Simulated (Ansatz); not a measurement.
The structure below was relaxed with Ansatz (a quantum-chemistry and plane-wave program), r2SCAN, PAW, cutoff 500 eV, no spin-orbit coupling.

```
CELL_PARAMETERS angstrom
      3.91600     0.00000     0.00000
      0.00000     3.91600     0.00000
      0.00000     0.00000     3.91600
ATOMIC_POSITIONS crystal
  Pt 0.00000 0.50000 0.00000
  Ir 0.50000 0.50000 0.50000
  Pt 0.00000 0.00000 0.50000
  Pt 0.50000 0.00000 0.00000
```

### Question
Find the space group and the Wyckoff positions.

### Answer
Space group Pm-3m (No. 221); a = b = c = 3.916 Å, α = β = γ = 90.00°

```csv
atom,site,symmetry,x,y,z
Pt,3d,4/mm.m,0.0000,0.0000,0.5000
Ir,1b,m-3m,0.5000,0.5000,0.5000
```

### Question
Describe the coordination.

### Answer
The crystal has 4 atoms in its conventional cell. Conventional cell: a = b = c = 3.916 Å, α = β = γ = 90.00°. Pt is coordinated by 4 Ir at 2.769 Å and 8 Pt at 2.769 Å (cuboctahedral). Ir sees 12 Pt at 2.769 Å (cuboctahedral). (Neighbours: up to the widest gap in distance over summed covalent radii, below 1.35, at either atom.)

Each cell is one ordered arrangement of few atoms, which overstates ordering effects compared with a random alloy. Whether these cells are dynamically stable was not tested. The final runs are not spin-polarised. An odd electron count without spin: IrPt3. The cell was made from Pt by this change: x(Ir) = 0.25, 4 atoms, Pm-3m.
